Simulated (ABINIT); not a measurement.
Band structure of PbSe (Fm-3m, 2 atoms in the cell).

```
CELL_PARAMETERS angstrom
      0.00000     3.13595     3.13595
      3.13595     0.00000     3.13595
      3.13595     3.13595     0.00000
ATOMIC_POSITIONS crystal
  Pb 0.00000 0.00000 0.00000
  Se 0.50000 0.50000 0.50000
```

Level of theory: PBE, norm-conserving pseudopotentials (PseudoDojo nc-sr-05 PBE standard) (plane waves; ABINIT).

Settings: pseudos = [Pb.upf, Se.upf]; ecut = 43 Ha; occopt = 3; tsmear = 0.00073499 Ha; ngkpt = 5 5 5; nshiftk = 1; shiftk = 0 0 0; potentials = PseudoDojo nc-sr-05 PBE standard; kptopt = 1; nstep = 100; toldfe1 = 1e-09 Ha; ndtset = 2; getden2 = 1.

The starting cell comes from a database of computed structures (which also holds hypothetical and non-ambient phases and stackings), without a prior relaxation at this level. Its lattice was rescaled by a random factor within 2.5 % of one. Spin-orbit coupling is off.

Q: Predict the gap along the standard path and the places of the band edges.

A: The gap along the path is 0.51 eV, direct at L to within 0.01 eV.

Levels in eV from the top of the valence band on the SCF mesh, bands 12 to 19:
```json
[
 {"point": "Γ", "12": "-6.08", "13": "-1.22", "14": "-1.22", "15": "-1.22", "16": "4.88", "17": "4.88", "18": "4.88", "19": "7.02"},
 {"point": "X", "12": "-6.94", "13": "-4.05", "14": "-2.45", "15": "-2.45", "16": "4.35", "17": "5.67", "18": "5.67", "19": "6.07"},
 {"point": "W", "12": "-7.43", "13": "-3.36", "14": "-3.36", "15": "-0.32", "16": "2.28", "17": "5.22", "18": "5.22", "19": "7.95"},
 {"point": "K", "12": "-7.45", "13": "-3.68", "14": "-1.99", "15": "-1.76", "16": "3.69", "17": "4.24", "18": "5.58", "19": "6.25"},
 {"point": "L", "12": "-8.08", "13": "-0.86", "14": "-0.86", "15": "0.29", "16": "0.80", "17": "2.18", "18": "2.18", "19": "8.81"},
 {"point": "U", "12": "-7.45", "13": "-3.68", "14": "-1.99", "15": "-1.76", "16": "3.69", "17": "4.24", "18": "5.58", "19": "6.25"}
]
```
